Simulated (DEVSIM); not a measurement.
Device: Pt/La2O3/p-GaAs capacitor, at 300 K.

Layer 1 from the left is La2O3, thickness (nm) 6.20. Layer 2 from the left is GaAs, thickness (nm) 480, Na (cm⁻³) 1.8e18.

Metal gate on the left, work function 5.6 eV. Fixed charge at the semiconductor interface 0 cm⁻² (in units of +e); no interface traps.

Constants are typed, rounded textbook-type inputs, not results; the design itself was drawn at random and stands for no fabricated device. Values at 300 K.

La2O3: gap (eV) 5.8, affinity (eV) 1.8, permittivity 27. GaAs: gap (eV) 1.424, affinity (eV) 4.07, permittivity 12.9, Nc (cm⁻³) 4.7e17, Nv (cm⁻³) 9e18.

Model (solved in DEVSIM): 1D Poisson equation in equilibrium, Boltzmann statistics, complete ionisation; no quantum confinement or tunnelling. Metal contacts follow the ideal Schottky-Mott rule: no Fermi-level pinning, no interface dipoles.

Q: What does the simulation give for the minimum of the low-frequency capacitance, the flat-band voltage?

A: minimum of the low-frequency capacitance 0.333 μF/cm²; flat-band voltage 0.15 V.
